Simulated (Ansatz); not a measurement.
System: Ga vacancy in beta Ga2O3 with all lengths changed by +1 % (charge state -3). These are PBE, PAW (plane waves to 420 eV; Ansatz, a program for electronic structure) values and carry that method's errors.

Settings: 120 host sites, the strained lattice (strain from the relaxed PBE one, atoms relaxed), the Γ point alone, smearing 0.01 eV, spin-restricted, no image-charge correction. Energies are static. The charge state is imposed; whether it is stable for some Fermi level was not computed. Forms of the defect that were not tried may lie lower.

Barriers: single points on a 2×2×2 k-point mesh shifted by half a step at the bands' geometries.

The step: a nearby Ga atom hops onto the vacant site; the atom moves 2.94 Å along (0.00, 0.94, 0.00) of the unit cell; the moving atom starts with neighbours O at 1.88, 2 O at 2.00, O at 2.04, O at 2.12, O at 2.22 Å and ends with O at 1.88, 2 O at 2.00, O at 2.04, O at 2.12, O at 2.22 Å.

Question: Estimate the migration barrier of this step that PBE, PAW returns for this input.

Answer: 129 kJ/mol, the same both ways. At the saddle the moving atom has neighbours O at 1.77, O at 1.82, O at 1.92, O at 2.31 Å. The saddle point's order was not checked.
